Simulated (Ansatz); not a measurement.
Related cells compared by their band gap.

Cell A: SrMgF4 (Cmc2₁), 12 atoms in the cell; this is a cell whose start was taken from, or built on, an entry of a structure database, and that this text hasn't matched to a measured one, k-point mesh 10×6×10 on the run's own vectors.
```yaml
crystal:
  lattice:
    - [3.94235, 0.00000, 0.00000]
    - [0.00000, 0.00000, -5.60861]
    - [-1.97117, 7.19752, 0.00000]
  atoms:
    - { symbol: Sr, position: [0.65771, 0.95789, 0.31543] }
    - { symbol: Sr, position: [0.34229, 0.45789, 0.68457] }
    - { symbol: Mg, position: [0.08443, 0.40474, 0.16886] }
    - { symbol: Mg, position: [0.91557, 0.90474, 0.83114] }
    - { symbol: F, position: [0.16172, 0.68956, 0.32343] }
    - { symbol: F, position: [0.83828, 0.18956, 0.67657] }
    - { symbol: F, position: [0.96581, 0.56897, 0.93161] }
    - { symbol: F, position: [0.03419, 0.06897, 0.06839] }
    - { symbol: F, position: [0.20166, 0.21216, 0.40331] }
    - { symbol: F, position: [0.79834, 0.71216, 0.59669] }
    - { symbol: F, position: [0.58442, 0.38368, 0.16885] }
    - { symbol: F, position: [0.41558, 0.88368, 0.83115] }
```

Cell B: BaMgF4 (Cmc2₁), 12 atoms in the cell; this is a cell whose start was taken from, or built on, an entry of a structure database, and that this text hasn't matched to a measured one, k-point mesh 8×6×8 on the run's own vectors.
```yaml
crystal:
  lattice:
    - [4.12456, 0.00000, 0.00000]
    - [0.00000, 0.00000, -5.81780]
    - [-2.06228, 7.24104, 0.00000]
  atoms:
    - { symbol: Ba, position: [0.35199, 0.84727, 0.70398] }
    - { symbol: Ba, position: [0.64801, 0.34727, 0.29602] }
    - { symbol: Mg, position: [0.08584, 0.81085, 0.17169] }
    - { symbol: Mg, position: [0.91416, 0.31085, 0.82831] }
    - { symbol: F, position: [0.57904, 0.80206, 0.15809] }
    - { symbol: F, position: [0.42096, 0.30206, 0.84191] }
    - { symbol: F, position: [0.19607, 0.61379, 0.39214] }
    - { symbol: F, position: [0.80393, 0.11379, 0.60786] }
    - { symbol: F, position: [0.97528, 0.00110, 0.95055] }
    - { symbol: F, position: [0.02472, 0.50110, 0.04945] }
    - { symbol: F, position: [0.83307, 0.57545, 0.66614] }
    - { symbol: F, position: [0.16693, 0.07545, 0.33386] }
```

Computed with Ansatz (plane waves, PAW), its default PAW set, cutoff 420 eV, 500 eV for r2SCAN. The structures are at rest with r2SCAN; other levels are single points on them. HSE06 runs on coarser k-point meshes, which give the r2SCAN gaps of the finer ones within 0.03 eV. Neutral cells; Fermi-Dirac smearing of at most 0.05 eV in the solids, energies taken to zero width. The lattices are those relaxed with r2SCAN, so at other levels the solids can be strained, which adds to the spread. The structures are the rest points that the relaxations reached, not proven lowest. The runs are scalar-relativistic, without spin-orbit coupling. A dispersion term ran beside these levels; it doesn't touch the electrons. Gaps are highest filled to lowest empty Kohn-Sham level on the run's k-point mesh, states of defects and surfaces included; edges off the mesh make the true gap smaller, and under 0.08 eV counts as none; a gap is called direct where the least direct separation is within 0.02 eV of it.

Task: Predict the band gap (eV) of each cell with r2SCAN.

Result: 
```
system           r2SCAN
------  ---------------
A       7.76 (indirect)
B       8.00 (indirect)
```

With r2SCAN the value of B exceeds that of A by 0.24 eV.

Task: How do the other levels compare?

Result: 
| cell | HSE06 |
|---|---|
| A | 9.15 |
| B | 9.32 |

With HSE06 the value of B exceeds that of A by 0.17 eV.

Ansatz is an electronic-structure program.
